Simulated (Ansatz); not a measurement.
Take Al in the fcc (Cu type) structure (space group Fm-3m, No. 225; a = 3.9937 Å; relaxed with 0.1 eV smearing) as the base. Axes: x, y, z lie along the cube axes.

The values are results of r2SCAN in Ansatz (plane waves to 500 eV, PAW, scalar-relativistic without spin-orbit coupling), not measurements.

Base values:

Volume per atom: 15.92 Å³

It is then changed as follows: biaxial strain +2.00 %, plane normal [001], relaxed out of plane (Cartesian); in-plane vectors clamped, the third vector and the atoms free.

**Question.** What does the calculation give for the volume per atom after the change?

**Answer.** The volume per atom rises by 0.334 Å³ (15.92 Å³ → 16.26 Å³).

Stability against distortions was not tested.

Ansatz is an electronic-structure program.
